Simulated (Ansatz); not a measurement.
Base system: Ga$_{2}$O$_{3}$ in the corundum structure (space group R-3c, No. 167; a = 4.9846 Å, c = 13.4416 Å (hexagonal axes)). Axes: x lies along a and z along c of the hexagonal cell.

Computed with r2SCAN, PAW, 500 eV (Ansatz, a program for electronic structure; without spin-orbit coupling).

Now apply this change: uniaxial strain ε_yy = −1.41 %, all other strain components held at zero, atoms relaxed at fixed cell.

Question: Predict the stress tensor and what it implies for the stiffness.

Answer: Stress of the strained cell less that of the base (GPa, compression positive):
```
   2.71    0.00    0.00
   0.00    6.06   -0.27
   0.00   -0.27    2.05
```

Then −Δσ_ii/ε with ε = -0.0141 gives secant stiffness values (nonlinear terms included at this strain): C22 ≈ 430 GPa, C12 ≈ 192 GPa and C23 ≈ 145 GPa.

Whether these cells are dynamically stable was not tested.
